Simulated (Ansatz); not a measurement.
Consider the following.

```
GaAs
1.0
    0.00000     2.73136     2.73136
    2.73136     0.00000     2.73136
    2.73136     2.73136     0.00000
Ga As
1 1
Direct
  0.00000   0.00000   0.00000
  0.25000   0.25000   0.25000
```

No spin polarisation.

Method: Ansatz (a first-principles code) LDA, no SOC. Γ-centred 10×10×10 mesh, Fermi–Dirac width 0.05 eV.

Question: Predict the band gap.

Answer: 1.08 eV.

Question: Predict the width of the top valence band.

Answer: 3.88 eV.

Question: Predict the hole mass (degenerate bands, along [100]).

Answer: 0.057, 0.30, 0.30 mₑ (at Γ).

Question: Estimate the gap character.

Answer: Direct at Γ.

The cells carry an imposed strain or load. Masses are band curvatures over ±0.01 Å⁻¹ around the edge. No phonon test of stability was made. The cell was made from GaAs in the zinc blende structure (space group F-43m, No. 216) by this change: isotropic strain −2.50 %.
